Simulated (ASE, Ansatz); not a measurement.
A thermal frame of composition TiSi, cell Ti24Si24, held well above this temperature first, at a temperature that wasn't checked against the liquidus, so perhaps supercooled [in the CHGNet run: it was liquid; mean temperature 1994 K (target 2000 K); density 3.71 g/cm³, volume +6 % from the start cell's; mean pressure -1.0 GPa against a target of 0], from MD with the machine-learned potential CHGNet 0.3.0 in ASE at 2000 K. Level of theory: PBE (plane waves, PAW; Ansatz, a first-principles code).

```json
{
 "plane_wave_cutoff": "420 eV",
 "k-points": "one point, (1/4, 1/4, 1/4)",
 "Fermi-Dirac width": "0.172 eV",
 "spin": "not polarised; no spin-orbit coupling"
}
```

A check of the k-sampling: on the last frame of the same run a denser mesh moved the PBE forces by 0.051 eV/Å rms, the static pressure by 0.06 GPa and the free energy by 0 meV/atom.

```xyz
48
Lattice="9.3444 0.0000 0.0000 0.0000 9.3444 0.0000 0.0000 0.0000 9.3444" Properties=species:S:1:pos:R:3 pbc="T T T"
Ti     2.2022     6.4433     1.5753
Ti     3.6889     5.2600     4.0590
Ti     1.8620     0.0968     6.0259
Ti     8.5804     3.2239     4.9276
Ti     8.6969     5.4777     6.6468
Ti     8.7673     2.0463     8.2868
Ti     3.8962     2.6778     6.2226
Ti     4.7160     9.7336     4.8612
Ti     1.8217     1.4095     1.0443
Ti     3.1131     6.4102    -1.0736
Ti     4.1694    -0.1935    -1.7376
Ti     6.8949     1.4499     3.5164
Ti     6.5127     2.6333     0.8340
Ti     6.1224    -1.6721    -1.0348
Ti     7.0222     8.0388     2.5906
Ti     6.2903     1.4887     6.8821
Ti     6.3883     4.3336     7.9181
Ti     6.6809    -1.3961     4.9370
Ti    10.3233    -0.6178    -0.8302
Ti     4.4758     2.5730     3.1457
Ti    -0.0144    -0.3960     3.4168
Ti     4.7126     4.6602     0.9529
Ti     1.8738     3.9755     8.5687
Ti     1.7395     2.1617     3.9483
Si     6.0601     3.3935     5.2624
Si     8.4799     6.3842     4.2431
Si     8.5011     9.9857     1.0756
Si    -0.4274     7.5377     0.8034
Si     4.5115     2.4825     8.6984
Si     2.4280     1.6409     8.0610
Si    10.5049     2.8854     6.4204
Si     3.3362     7.2370     5.8197
Si     7.0854     6.1278     0.4925
Si     2.4864     4.1617     2.0647
Si     5.3053     5.9478     6.1046
Si     8.7008     4.4978    -0.4046
Si     5.0483    -2.1880     1.8818
Si     8.8423     7.9683     6.4389
Si     6.4514     4.3950     2.9238
Si     0.6845    -3.0221    -0.5033
Si     1.7479     6.9297     4.5875
Si     3.3876     8.3440     0.4960
Si     5.3884     9.6700    10.3145
Si     2.8208    -0.6584     3.0112
Si     2.4657     5.0946    -3.2142
Si     8.6590     2.9445     2.3721
Si     0.7375     4.9257     3.5695
Si    -0.7137     1.0503     5.6534
```

Give the forces on all atoms (eV/Å), the static pressure (no kinetic part).


| atom | Fx Fy Fz |
|---|---|
| Ti1 | -0.332 1.530 1.077 |
| Ti2 | 1.428 -0.047 -1.084 |
| Ti3 | -0.019 -0.340 -0.886 |
| Ti4 | -1.142 2.376 -1.058 |
| Ti5 | 0.484 -0.394 -0.310 |
| Ti6 | 0.949 0.389 -0.844 |
| Ti7 | -1.737 0.609 -0.434 |
| Ti8 | -0.790 -0.188 -0.699 |
| Ti9 | 0.473 0.155 1.787 |
| Ti10 | 1.488 0.255 -0.315 |
| Ti11 | -0.487 0.630 -0.443 |
| Ti12 | 0.354 -0.873 0.164 |
| Ti13 | 1.506 0.292 0.187 |
| Ti14 | -0.239 0.116 -0.784 |
| Ti15 | 1.937 0.364 -1.919 |
| Ti16 | 0.864 -0.450 0.372 |
| Ti17 | -0.621 -0.173 -0.668 |
| Ti18 | -0.225 0.255 2.574 |
| Ti19 | 0.451 0.936 -0.072 |
| Ti20 | -0.602 0.039 -0.688 |
| Ti21 | 0.999 -0.044 0.167 |
| Ti22 | -0.078 0.653 0.133 |
| Ti23 | 0.475 1.163 0.839 |
| Ti24 | -0.236 0.468 -0.463 |
| Si25 | -0.203 0.824 -0.824 |
| Si26 | -0.672 0.446 -0.376 |
| Si27 | -0.052 0.096 0.446 |
| Si28 | -1.766 1.957 3.616 |
| Si29 | 0.156 0.542 0.262 |
| Si30 | -1.569 -1.228 -0.715 |
| Si31 | 0.534 -0.071 -0.358 |
| Si32 | 4.169 2.782 2.695 |
| Si33 | -0.525 -1.885 0.766 |
| Si34 | -0.297 -3.244 -0.219 |
| Si35 | 0.887 -0.228 0.819 |
| Si36 | -0.955 -1.721 1.068 |
| Si37 | -2.666 -1.237 -0.015 |
| Si38 | 0.174 1.507 -0.147 |
| Si39 | 0.231 -0.502 0.342 |
| Si40 | 2.081 -2.081 -2.170 |
| Si41 | -4.343 0.641 -3.525 |
| Si42 | -0.350 1.114 0.041 |
| Si43 | -0.182 -0.229 -0.049 |
| Si44 | -0.431 1.451 0.423 |
| Si45 | -1.075 -2.055 1.714 |
| Si46 | 0.848 -0.332 -0.592 |
| Si47 | 1.145 -1.262 -0.551 |
| Si48 | -0.038 -3.008 0.717 |
static pressure (no kinetic part): -0.90 GPa
